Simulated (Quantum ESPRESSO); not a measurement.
## What a tighter setting buys: nbnd, Ca (Fm-3m, 1 atom in the cell)

```
CELL_PARAMETERS angstrom
     -2.72958     0.00000     2.72958
      0.00000     2.72958     2.72958
     -2.72958     2.72958     0.00000
ATOMIC_POSITIONS crystal
  Ca 0.00000 0.00000 0.00000
```

Level of theory: PBE, SSSP 1.1.2 precision (PBE) pseudopotentials (plane waves; Quantum ESPRESSO).

Base settings: ecutwfc = 50 Ry; ecutrho = 400 Ry; occupations = smearing; smearing = marzari-vanderbilt; degauss = 0.0073499 Ry; potentials = {Ca: Ca_pbe_v1.uspp.F.UPF}; K_POINTS = automatic 7 7 7 0 0 0; conv_thr = 1e-09 Ry; mixing_beta = 0.4.

Misses are taken against the tightest run, 37, which need not be fully converged itself. The energy is the free energy per atom.

The count of work is k-points × plane waves × bands × iterations; it is no time, and leaves out set-up, grids and terms that scale otherwise. 

The starting cell comes from a database of computed structures (which also holds hypothetical and non-ambient phases and stackings), without a prior relaxation at this level. Its lattice was rescaled by a random factor within 2.5 % of one.

The runs (nbnd): 5 | 6 | 7 | 9 | 13 | 21 | 37.

**Question.** Which is the coarsest setting among those run that, with all tighter ones, holds the energy within 5 meV/atom of the reference, and what does it save?

**Answer.** 6, off by 0.00 meV/atom; it needs 0.19 of the reference's count of work.

**Question.** What does the step from 5 to 21 buy?

**Answer.** It takes the miss in the energy from 16 to 0.00 meV/atom, for 3.6 times the count of work.

| nbnd | energy less reference (meV/atom) | pressure less reference (GPa) | count of work / reference |
|---|---|---|---|
| 5 | 16.09 | -0.40 | 0.14 |
| 6 | 0.00 | 0.00 | 0.19 |
| 7 | 0.00 | 0.00 | 0.19 |
| 9 | 0.00 | 0.00 | 0.24 |
| 13 | 0.00 | 0.00 | 0.30 |
| 21 | 0.00 | 0.00 | 0.49 |
| 37 | 0.00 | 0.00 | 1.0 |

Left out of this page: 1 run of the series outside the window shown, repeating another row's setting, or not comparable.
